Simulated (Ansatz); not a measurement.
The starting structures come from a database of crystals and need not be the phases stable at ambient conditions.

By PBEsol, the system below comes out a metal.

Without scattering a metal conducts by its projected Fermi surface.

Given:

```yaml
crystal:
  lattice:
    - [5.54853, 0.00000, 0.00000]
    - [0.00000, 6.38820, 0.00000]
    - [0.00000, 0.00000, 3.08801]
  atoms:
    - { symbol: Si, position: [0.81612, 0.44357, 0.25000] }
    - { symbol: Si, position: [0.18388, 0.55643, 0.75000] }
    - { symbol: Si, position: [0.68388, 0.94357, 0.75000] }
    - { symbol: Si, position: [0.31612, 0.05643, 0.25000] }
    - { symbol: Rh, position: [0.99790, 0.79725, 0.25000] }
    - { symbol: Rh, position: [0.00210, 0.20275, 0.75000] }
    - { symbol: Rh, position: [0.50210, 0.29725, 0.75000] }
    - { symbol: Rh, position: [0.49790, 0.70275, 0.25000] }
```

The cell is taken as given; by PBEsol it stands under a pressure of -2.8 GPa.

The current flows along the normal of the first two printed cell vectors. No spin-orbit coupling; the value is a mean over 0.1 eV about the Fermi level.

**Question.** Predict the ballistic conductance per area from PBEsol (Ansatz, a program for electronic structure).

**Answer.** 0.37 × 10¹⁵ S/m² for both spins.
